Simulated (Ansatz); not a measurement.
Take K in the bcc (W type) structure (space group Im-3m, No. 229; a = 5.2123 Å) as the base.

Calculations: PBEsol (Ansatz, a quantum-chemistry and plane-wave program), no SOC.

For the base:

The lattice parameter a comes out as 5.212 Å.

Modification: cell and atoms relaxed at a pressure of 15 GPa.

Estimate the effect on the lattice parameter a.

The lattice parameter a shrinks by 1.299 Å to 3.913 Å.

Load acts through the strain it causes; cell and atoms are relaxed under it. No phonon test of stability was made. Measured, K leaves this structure (for fcc) near 11.6 GPa (temperature not stated; as listed in Olga Degtyareva, NATO science for peace and security series. B, Physics and biophysics (2010)).
